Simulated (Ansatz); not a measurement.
The reference is Fe in the bcc (W type) structure (space group Im-3m, No. 229; a = 2.832 Å; ferromagnetic; relaxed with 0.1 eV smearing).

The values are results of PBE (Ansatz, a program for electronic structure), scalar-relativistic without spin-orbit coupling, earlier PAW set, not measurements.

For the base:

| Quantity | Result |
|---|---|
| Pressure | 0.0 GPa |
| Magnetic state | ferromagnetic |

One thing is altered: an isotropic linear strain of +0.74 %, atoms relaxed at fixed cell.

How does this affect the pressure, magnetic state and energy relative to the base?

The pressure goes from zero to -4.0 GPa; the magnetic state remains ferromagnetic; the energy rises by 3.2 meV/atom.

The magnetic state is the one reached from the starting moments; the real material's order can differ, and small cells can't hold many antiferromagnetic ones. Whether these cells are dynamically stable was not tested.
